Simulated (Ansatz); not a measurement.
Bond-angle distributions (per cent of the angles at each element, bins of 10°) of a relaxed model of amorphous In24O38Ti at 6.37 g/cm³. Level of theory: PBE, scalar-relativistic without spin-orbit coupling (plane waves to 420 eV, PAW; Ansatz, a quantum-chemistry and plane-wave program).

The cell was made by melting and quenching with the CHGNet potential and then relaxed with DFT. O atoms were pushed apart under 1.9 Å during the dynamics, to hinder bonds among them. The hot cell started wider than the set density and was brought back towards it in steps. It is the lowest in DFT energy of 2 quenches. It is a model cell: composition and starting density were chosen by hand, and all elements were melted together. No dispersion term was used. Its density started from a set value of 6.37 and ended at 6.37 g/cm³. Cooling (nominally 220 K/ps over its main leg) ran many orders faster than in experiment, which tends to leave more defects and strain. A cell of this size samples the disorder only roughly. The volume was held where the preparation left it and the shape relaxed, at a PBE pressure of 0.7 GPa. Stress components on the final sampling reach 0.7 GPa.

Cut-offs for bonds: In-In 3.12 Å, In-O 2.68 Å, In-Ti 3.12 Å, O-O 1.58 Å, O-Ti 2.49 Å, Ti-Ti 3.12 Å. Two cations that share two anions don't count as bonded, nor two that share one unless they lie closer than In-In 3.04 Å, In-Ti 3.04 Å, Ti-Ti 3.04 Å.

```
angle (°)  at In  at O
---------  -----  ----
50-60          0     0
60-70          1     0
70-80         18     0
80-90         25     5
90-100        10    28
100-110       12    18
110-120        9    20
120-130        7    18
130-140        4     9
140-150        2     2
150-160        5     0
160-170        6     0
170-180        1     0
```

They go with these counts of neighbours within the cut-offs, cation contacts included: In mean 5.4, most often 5; O mean 3.5, most often 4.
